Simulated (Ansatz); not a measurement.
Input and output of a self-consistent single point for CdHClO (P3m1, 8 atoms in the cell) (Ansatz, an electronic-structure program).

Level of theory: LDA (PW92), default PAW files made with PBE (plane waves; Ansatz).

```xyz
8
Lattice="3.7536 0.0000 0.0000 -1.8768 3.2507 0.0000 0.0000 0.0000 10.4716" Properties=species:S:1:pos:R:3 pbc="T T T"
Cd     1.8768     1.0836     5.2040
Cd     0.0000     2.1672    10.3899
H      0.0000     0.0000     3.3344
H      0.0000     0.0000     8.5702
Cl     1.8768     1.0836     1.6309
Cl     0.0000     2.1672     6.8667
O      0.0000     0.0000     4.3273
O      0.0000     0.0000     9.5631
```

Reference input (self-consistent single point, DFT, LDA (PW92), plane waves, default PAW files made with PBE): basis.ecutwfc = 420 eV; kpoints.mp_grid.grid = 8 8 3; hamiltonian.xc = lda; hamiltonian.pseudopotentials = {kind: paw} (the program's default PAW files); scf.occupations.method = fixed. This run's input differs from it in these lines:

Ansatz 0.2 input:
```diff
@@ -16,3 +16,3 @@
 basis:
-  ecutwfc: 420.0
+  ecutwfc: 230.0
 kpoints:
```

Log, with long lists cut:

```
SCF iter   1: F=—  HF=-19455.665355 eV  |F-HF|=—  |Δ(HF+E_count)|=         —  Δρ=7.04e-2  dr2=3.01e0  ethr=1.77e-3  ⟨swp⟩=4.8  Hψ=3306  notcnv=0  defer=150
all-band conjugate gradients solve this SCF's bands
preconditioner: auto → Resta (q_TF=auto, 2.456 Å⁻¹)
SCF iter   2: F=—  HF=-19454.464275 eV  |F-HF|=—  |Δ(HF+E_count)|=    1.20e0  Δρ=1.97e-2  dr2=2.31e-1  ethr=1.77e-3  ⟨swp⟩=2.2  Hψ=2120  notcnv=0  defer=148
   [... lines left out ...]
SCF iter   6: F=—  HF=-19454.392417 eV  |F-HF|=—  |Δ(HF+E_count)|=   3.44e-5  Δρ=1.89e-4  dr2=4.41e-5  ethr=3.70e-7  ⟨swp⟩=2.1  Hψ=1602  notcnv=0  defer=146
SCF iter   7: F=—  HF=-19454.392417 eV  |F-HF|=—  |Δ(HF+E_count)|=   1.55e-7  Δρ=6.66e-5  dr2=6.28e-6  ethr=6.48e-8  ⟨swp⟩=2.0  Hψ=1612  notcnv=0  defer=105
SCF iter   8: F=—  HF=-19454.392418 eV  |F-HF|=—  |Δ(HF+E_count)|=   4.43e-7  Δρ=1.49e-5  dr2=5.79e-7  ethr=9.23e-9  ⟨swp⟩=2.0  Hψ=1261  notcnv=0  defer=105
SCF iter   9: F=-19454.392418 eV  HF=-19454.392418 eV  |F-HF|=8.92e-9  |Δ(HF+E_count)|=   1.88e-7  Δρ=5.22e-6  dr2=3.55e-8  ethr=1.47e-10  ⟨swp⟩=11.7  Hψ=4964  notcnv=0
SCF 1 converged in 9 iterations: F = -19454.392418 eV  dr2 = 3.55e-8
Free energy (F): -19454.392418 eV
Internal energy: -19454.392418 eV  (E = F + TS)
E sigma→0 (E₀):  -19454.392418 eV
Fermi energy:    4.118132 eV
--- Forces (eV/Å), atoms counted from 1 ---
  atom   1  Cd    -0.00000000    -0.00000000    -0.68759775
  atom   2  Cd     0.00000000     0.00000000    -0.29111775
  atom   3  H     -0.00000000    -0.00000000     0.88350746
  atom   4  H      0.00000000     0.00000000     0.88337456
  atom   5  Cl     0.00000000     0.00000000    -0.43550377
  atom   6  Cl    -0.00000000    -0.00000000    -0.26728107
  atom   7  O      0.00000000     0.00000000     0.07534343
  atom   8  O     -0.00000000    -0.00000000    -0.15994781
--- Stress (GPa, compression-positive) ---
       -9.588222       0.000000      -0.000000
        0.000000      -9.588222      -0.000000
       -0.000000      -0.000000      -7.602399
  P = ⅓ Tr σ = -8.9263 GPa (-89.263 kbar)
  The stress holds the Pulay correction. Without it, at fixed plane waves, as pw.x and ABINIT print it: P = -103.8541 GPa
```

The run converged in 9 iterations. Against the reference run the free energy goes up by 1.84 eV/atom, the pressure goes from -7.34 to -8.93 GPa, the largest force goes from 0.512 to 0.884 eV/Å and the gap on the mesh goes from 2.131 to 2.073 eV.

The starting cell comes from a database of computed structures (which also holds hypothetical and non-ambient phases and stackings), without a prior relaxation at this level. Its lattice was rescaled by up to half a per cent. One atom was moved a little off its site on purpose. Ansatz's pressure includes its estimate of the finite-basis (Pulay) stress. Without the estimate this run gives -103.85 GPa. The cutoff lies below the one recommended for these files.
